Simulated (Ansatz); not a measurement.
Abridged Ansatz (an electronic-structure program) output:

```
Relaxation: its limit of steps is 50 (relax.max_steps)
Pseudopotential: Ca, paw, valence charge 10
Crystal: 1 atoms, lattice volume = 41.411 Å³
Basis set: ecut = 420 eV, 837 PW (Γ), exchange–correlation on 54×54×54 points (8 copies of the dense FFT grid, shifted against one another)
Bands: 9, of which v1, the nominal top of the filled ones, is band 5 counted from 1 (4 counted from 0)
Symmetry: 16 space group operations
k-points: 726 of 9261
Functional: x = pbesol(κ = 0.804, μ = 0.12345679012345678), c = pbesol(β = 0.046)
SCF iter   1: F=—  HF=-1793.752921 eV  |F-HF|=—  |Δ(HF+E_count)|=         —  Δρ=1.99e-3  dr2=1.45e-3  ethr=1.77e-3  ⟨swp⟩=5.7  Hψ=53117  notcnv=0
SCF iter   2: F=—  HF=-1793.752512 eV  |F-HF|=—  |Δ(HF+E_count)|=   4.10e-4  Δρ=9.07e-4  dr2=3.03e-4  ethr=1.45e-5  ⟨swp⟩=2.3  Hψ=15509  notcnv=0
SCF 1 converged in 6 iterations: F = -1793.752425 eV  dr2 = 1.65e-11
relax step   1: F+E_penalty+E_count = -1793.75242503 eV  Δ(F+E_penalty+E_count) = +0.000e0 eV  max|allowed force component| = 0.000e0 eV/Å  Δτ_max = 0.0000 Å  (6 SCF iters, accepted)
SCF converged after 6 iterations
Free energy (F): -1793.752425 eV
Internal energy: -1793.712009 eV  (E = F + TS)
E sigma→0 (E₀):  -1793.732217 eV
Entropy (-TS):   -0.040416 eV (-40.416 meV/atom)
Fermi energy:    5.003769 eV
--- Forces (eV/Å), atoms counted from 1 ---
  atom   1  Ca     0.00000000     0.00000000    -0.00000000
--- Stress (GPa, compression-positive) ---
       -0.286676      -0.000000       0.000000
       -0.000000      -0.286676       0.000000
        0.000000       0.000000      -0.447864
  P = ⅓ Tr σ = -0.3404 GPa (-3.404 kbar)
--- Relaxed structure (1 steps of the walk, 1 accepted, 0 SCFs on fresh bases) ---
  atoms:
    - { symbol: Ca, position: [0.0, 0.0, 0.0] }
```

Problem. What was computed, and what are the main results?

Solution. Ca, 1 atom in the cell, with PBEsol, PAW, 420 eV (Ansatz; spin-orbit coupling left out). The last SCF converged to F = -1793.752425 eV, or -1793.7524 eV per atom, at a pressure of -0.34 GPa. The total energy compares only with runs of the same code, potentials and settings.

The cells carry an imposed strain or load. Stability against distortions was not tested. The cell was made from Ca in the fcc (Cu type) structure (space group Fm-3m, No. 225) by this change: uniaxial strain ε_zz = +2.00 %.

Keys are those of Ansatz 0.2.
